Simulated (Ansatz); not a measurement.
The starting structures come from a database of crystals and need not be the phases stable at ambient conditions.

 Where the default PAW files enter, the runs use the earlier of Ansatz's two default sets.

Inside the gap of an insulator the Bloch states are evanescent, with a wavenumber k + iκ along the transport direction.

Here is the system:

```
BiF3
1.0
    4.67482     0.00000     0.00000
    0.00000     7.06834     0.00000
    0.00000     0.00000     6.54765
Bi F
4 12
Direct
  0.04375   0.75000   0.63534
  0.95625   0.25000   0.36466
  0.54375   0.25000   0.86466
  0.45625   0.75000   0.13534
  0.63147   0.43870   0.16554
  0.36853   0.56130   0.83446
  0.13147   0.56130   0.33446
  0.86853   0.43870   0.66554
  0.86853   0.06130   0.66554
  0.13147   0.93870   0.33446
  0.36853   0.93870   0.83446
  0.63147   0.06130   0.16554
  0.39185   0.25000   0.52992
  0.60815   0.75000   0.47008
  0.89185   0.75000   0.97008
  0.10815   0.25000   0.02992
```

Space group of this cell: Pnma. The cell is taken as given; by r2SCAN its mean pressure is 1.5 GPa.

Transport runs along the normal of the first two printed cell vectors.

The gap is the functional's own, uncorrected, and κ follows it; spin-orbit coupling is left out. Mid-gap values are interpolated between the computed energies.

### Question
Give the band gap and the smallest decay constant κ at mid-gap that Ansatz (a quantum-chemistry and plane-wave program) with r2SCAN yields.

### Answer
Gap 5.43 eV on a 6×4×6 mesh; κ = 0.582 1/Å, at the zone centre.
